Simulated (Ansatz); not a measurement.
## BeS (model structure, started from the BeO type, P4₂/mnm, No. 136, 8 atoms in the cell): lattice parameter c by level of theory

No measured value is used here.

```csv
level (code),value (Å)
LDA (Ansatz),3.413
PBE (Ansatz),3.462
PBEsol (Ansatz),3.442
PBE-D3(BJ) (Ansatz),3.431
r²SCAN (Ansatz),3.460
r²SCAN+rVV10 (Ansatz),3.456
```

Cutoffs differ between the levels. Ansatz's density-functional and Hartree–Fock values are scalar-relativistic unless marked +SOC, with PAW data made under PBE.

A model structure was made by putting elements into a prototype or built by hand; it is no filed structure, need not be a known phase, and can be a saddle point held by its symmetry.

Ansatz is a first-principles code.
